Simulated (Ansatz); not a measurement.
The reference is MgO in the rock salt structure (space group Fm-3m, No. 225).

```xyz
2
Lattice="0.0000 2.1071 2.1071 2.1071 0.0000 2.1071 2.1071 2.1071 0.0000" Properties=species:S:1:pos:R:3 pbc="T T T"
O      0.0000     0.0000     0.0000
Mg     2.1071     2.1071     2.1071
```

All numbers come from Ansatz (a first-principles code) PBEsol, no spin-orbit coupling.

Before the change:

The hole mass is 0.38, 2.1, 2.1 mₑ (at Γ).

Perturbation: the cell is scaled by 0.9864 in all directions, atoms relaxed at fixed cell.

Question: What does the calculation give for the hole mass, mean gap deformation potential ΔEg/Δln V and energy relative to the base after the change?

Answer: The hole mass (degenerate bands, along [100]) changes from 0.38, 2.1, 2.1 mₑ (at Γ) to 0.39, 2.0, 2.0 mₑ (at Γ); the mean gap deformation potential ΔEg/Δln V comes out as -9.9 eV; the energy increases by 8.0 meV/atom.

The cells carry an imposed strain or load. Masses are band curvatures over ±0.01 Å⁻¹ around the edge. Whether these cells are dynamically stable was not tested.
